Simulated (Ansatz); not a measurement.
A computed series for SiO2: pressure series

The reference is SiO2 in the rutile structure (space group P4_2/mnm, No. 136; a = 4.185 Å, c = 2.669 Å).

Cell and atoms are relaxed at each pressure.

Calculations: r2SCAN (Ansatz, a first-principles code, PAW, no spin-orbit coupling).

```json
[
 {"P (GPa)": "-2.00", "V (Å³/atom)": "7.844"},
 {"P (GPa)": "-1.00", "V (Å³/atom)": "7.817"},
 {"P (GPa)": "3.01", "V (Å³/atom)": "7.716"},
 {"P (GPa)": "7.01", "V (Å³/atom)": "7.623"},
 {"P (GPa)": "15.00", "V (Å³/atom)": "7.454"},
 {"P (GPa)": "30.00", "V (Å³/atom)": "7.185"},
 {"P (GPa)": "50.00", "V (Å³/atom)": "6.891"},
 {"P (GPa)": "75.00", "V (Å³/atom)": "6.592"},
 {"P (GPa)": "100.00", "V (Å³/atom)": "6.345"}
]
```

A third-order Birch–Murnaghan fit to these points gives V₀ = 7.79 Å³/atom, B₀ = 312 GPa and B₀′ = 4.3. At pressure 100 GPa the volume is 81.4 % of V₀.

Measured bulk modulus of SiO2: 309.9 GPa (room temperature; as listed in arXiv:1001.2066); the computed value is for a static lattice, so the two differ by thermal effects too.

Between the base and pressure 30 GPa the gap moves from 6.51 eV to 7.83 eV, a mean slope of 44 meV/GPa.

Load acts through the strain it causes; cell and atoms are relaxed under it. Stability against distortions was not tested. No other phases were tried under pressure.
